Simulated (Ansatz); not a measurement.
We consider SnC (model structure, started from the zincblende type, F-43m, No. 216, 2 atoms in the cell), described by HSE06+SOC (Ansatz, a program for electronic structure, plane waves, PAW).

Run with plane-wave cutoff 460 eV, 8×8×8 k mesh, Fermi–Dirac smearing 0.01 eV, PAW data made under PBE.

Cell (relaxed with PBEsol):

```xyz
2
Lattice="0.0000 2.5170 2.5170 2.5170 0.0000 2.5170 2.5170 2.5170 0.0000" Properties=species:S:1:pos:R:3 pbc="T T T"
C      3.7755     3.7755     3.7755
Sn     0.0000     0.0000     0.0000
```

Task: Predict the band gap.

Result: 
- band gap = 1.59 eV (direct)

Note: the relaxation could raise the start's symmetry but not lower it, so the cell can be a saddle point; cell and atoms aren't relaxed at this level (pressure -0.5 GPa).

A model structure was made by putting elements into a prototype or built by hand; it is no filed structure, need not be a known phase, and can be a saddle point held by its symmetry.
